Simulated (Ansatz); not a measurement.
Ca₂Si (Fm-3m, No. 225, 3 atoms in the cell; start mp-1009733), treated with r²SCAN0 (PAW; Ansatz, a program for electronic structure).

Run with plane-wave cutoff 520 eV, 6×6×6 k mesh, Fermi–Dirac smearing 0.01 eV, scalar-relativistic PAW data made under PBE.

The cell is the one relaxed with PBEsol. Conventional cell: a = 7.0920 Å, b = 7.0920 Å, c = 7.0920 Å, α = 90.00°, β = 90.00°, γ = 90.00°.

```xyz
3
Lattice="0.0000 3.5460 3.5460 3.5460 0.0000 3.5460 3.5460 3.5460 0.0000" Properties=species:S:1:pos:R:3 pbc="T T T"
Ca     5.3190     5.3190     5.3190
Ca     1.7730     1.7730     1.7730
Si     0.0000     0.0000     0.0000
```

Question: List the 11 lowest band energies at Γ above −25 eV (eV, relative to the valence band maximum), grouping those that round alike.

Answer: At Γ: -24.00 (×3), -23.84 (×3), -7.67, -0.36 (×3), 3.35.

Note: the run warned that its exchange threshold was loose for the stress; cell and atoms aren't relaxed at this level (pressure 1.4 GPa).

A start named mp-… is a Materials Project structure, which need not be a measured phase.
